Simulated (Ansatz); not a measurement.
The starting structures come from a database of crystals and need not be the phases stable at ambient conditions.

 Where the default PAW files enter, the runs use the earlier of Ansatz's two default sets.

The decay constant κ of evanescent states in the gap governs leakage through a thin film.

Input:

```
InAsH2O5
1.0
    5.75966     0.00000     0.00000
   -0.96994     6.76313     0.00000
    1.68295     0.67723     5.30753
In H As O
2 4 2 10
Cartesian
  1.86915   5.71211   3.35489
  4.60352   1.72825   1.95264
  4.44903   5.58729   4.69292
  2.02364   1.85307   0.61461
  1.54293   5.31616   0.37365
  4.92974   2.12420   4.93388
  1.68993   2.25307   3.91908
  4.78274   5.18729   1.38845
  2.99029   1.18420   3.41858
  3.48238   6.25615   1.88895
  5.93312   1.46782   3.65901
  0.53955   5.97253   1.64852
  1.83594   3.62798   2.93825
  4.63673   3.81238   2.36928
  0.24992   1.80973   0.30147
  6.22275   5.63063   5.00607
  3.46570   5.50805   4.84578
  3.00697   1.93231   0.46176
```

Space group of this cell: P-1. The cell is taken as given; by PBEsol its mean pressure is -5.1 GPa.

Transport runs along the normal of the first two printed cell vectors.

The gap is the functional's own. No spin-orbit coupling. Mid-gap values are interpolated on the energy grid.

### Question
State the band gap and the smallest decay constant κ at mid-gap according to PBEsol (Ansatz, an electronic-structure program).

### Answer
Gap 2.04 eV on a 6×6×6 mesh; κ = 0.273 1/Å, at the zone centre.
